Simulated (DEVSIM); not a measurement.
System: Ti/SiON/SiO2/n-Si capacitor, at 350 K.

```csv
layer (left to right),material,thickness (nm),Nd (cm⁻³)
1,SiON,3.10,-
2,SiO2,0.770,-
3,Si,430,1.8e18
```

Metal gate on the left, work function 4.33 eV. Fixed charge at the semiconductor interface 2.4e12 cm⁻² (in units of +e); no interface traps.

The device is made up for the run: typed textbook-type constants, with dimensions and the other settings drawn at random. Values at 300 K; Nc and Nv go as T^1.5, mobilities as T to minus their exponent, the gap by Varshni's rule with the affinity fixed.

```csv
parameter,SiON,SiO2,Si
gap (eV),7,9,1.124
affinity (eV),1.4,0.9,4.05
permittivity,5.5,3.9,11.7
Nc (cm⁻³),-,-,2.86e19
Nv (cm⁻³),-,-,3.1e19
Varshni α (eV/K),-,-,0.000473
Varshni β (K),-,-,636
```

DEVSIM, 1D Poisson equation in equilibrium, Boltzmann statistics, complete ionisation; no quantum confinement or tunnelling. Metal contacts follow the ideal Schottky-Mott rule: no Fermi-level pinning, no interface dipoles.

Question: Tabulate band edges, carrier densities and field at -1.0 V on the gate.

Answer: Energies count from the Fermi level of the right contact; mesh points crowd at the junctions.

```tsv
x (μm)	Ec (eV)	Ev (eV)	n (cm⁻³)	p (cm⁻³)	field (V/cm)
0.000	3.930	-3.070	< 1e2	< 1e2	-1800000
0.0007697	3.791	-3.209	< 1e2	< 1e2	-1800000
0.001653	3.632	-3.368	< 1e2	< 1e2	-1800000
0.002466	3.485	-3.515	< 1e2	< 1e2	-1800000
0.003371	3.801	-5.199	< 1e2	< 1e2	-2500000
0.003697	3.718	-5.282	< 1e2	< 1e2	-2500000
0.004512	0.497	-0.614	2.5e12	5.7e10	-460000
0.006765	0.401	-0.710	6.0e13	2.4e9	-400000
0.009908	0.291	-0.820	2.4e15	6.1e7	-310000
0.01592	0.155	-0.956	2.1e17	680000	-150000
0.02695	0.094	-1.017	1.6e18	88000	-9600
0.05717	0.090	-1.020	1.8e18	79000	≈ 0
0.1026	0.090	-1.020	1.8e18	79000	≈ 0
0.1860	0.090	-1.020	1.8e18	79000	≈ 0
0.3172	0.090	-1.020	1.8e18	79000	≈ 0
0.3708	0.090	-1.020	1.8e18	79000	≈ 0
0.4000	0.090	-1.020	1.8e18	79000	≈ 0
0.4160	0.090	-1.020	1.8e18	79000	≈ 0
0.4265	0.090	-1.020	1.8e18	79000	≈ 0
0.4303	0.090	-1.020	1.8e18	79000	≈ 0
0.4324	0.090	-1.020	1.8e18	79000	≈ 0
0.4339	0.090	-1.020	1.8e18	79000	≈ 0
```
